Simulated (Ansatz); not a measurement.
# Pressure series in SiO2

The parent structure is SiO2 (space group P3_121, No. 152; a = 4.948 Å, c = 5.441 Å).

Cell and atoms are relaxed at each pressure.

The values are results of Ansatz (a first-principles code) PBEsol, spin-orbit coupling left out, earlier PAW set, not measurements.

| pressure (GPa) | volume per atom (Å³/atom) |
|---|---|
| -2 | 13.904 |
| -1 | ? |
| 0 | 12.821 |
| 1.8 | 12.215 |
| 4.2 | 11.611 |
| 9 | 10.766 |
| 30 | 8.844 |

Task: Fit the third-order Birch–Murnaghan form P(V) = (3B₀/2)[(V₀/V)^(7/3) − (V₀/V)^(5/3)]·[1 + (3/4)(B₀′ − 4)((V₀/V)^(2/3) − 1)] (squares taken in P) to the rows shown and predict the withheld row.

Result: Least squares on the printed values gives V₀ = 12.858 Å³/atom, B₀ = 32.7 GPa, B₀′ = 4.7; this predicts 13.291 Å³/atom, and the run gives 13.287 Å³/atom, 0.004 lower.

Load acts through the strain it causes; cell and atoms are relaxed under it. Stability against distortions was not tested. Competing high-pressure phases were not computed.
